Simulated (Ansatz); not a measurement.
## InSe (P6₃/mmc, No. 194, 8 atoms in the cell; start mp-20485; a measured phase of this formula has another space group)

All values below come from PBE (PAW; Ansatz, a program for electronic structure).

Numerical settings: plane-wave cutoff 500 eV, 12×12×4 k mesh (along the axes of the cell as run), Fermi–Dirac smearing 0.05 eV, scalar-relativistic PAW data made under PBE.

Cell (relaxed at this level):

```xyz
8
Lattice="4.0876 0.0000 0.0000 -2.0438 3.5399 0.0000 0.0000 0.0000 18.5218" Properties=species:S:1:pos:R:3 pbc="T T T"
In     0.0000     2.3600     6.0432
In     2.0438     1.1800    12.4786
In     2.0438     1.1800    15.3041
In     0.0000     2.3600     3.2177
Se     0.0000     2.3600    11.2061
Se     2.0438     1.1800     7.3157
Se     2.0438     1.1800     1.9452
Se     0.0000     2.3600    16.5766
```

For InSe (P6₃/mmc, No. 194, 8 atoms in the cell; start mp-20485; a measured phase of this formula has another space group), the band gap is 0.74 eV (on the SCF k mesh).

Note: the relaxation could not lower the start's symmetry, so the cell can be a saddle point above a distorted one; the cell has widely spaced layers and the level no dispersion term, so their spacing and the moduli can rest on weak binding.

Spin–orbit coupling is not included.

Cost on a shared machine: roughly 13 core-minutes.

A start named mp-… is a Materials Project structure, which need not be a measured phase.
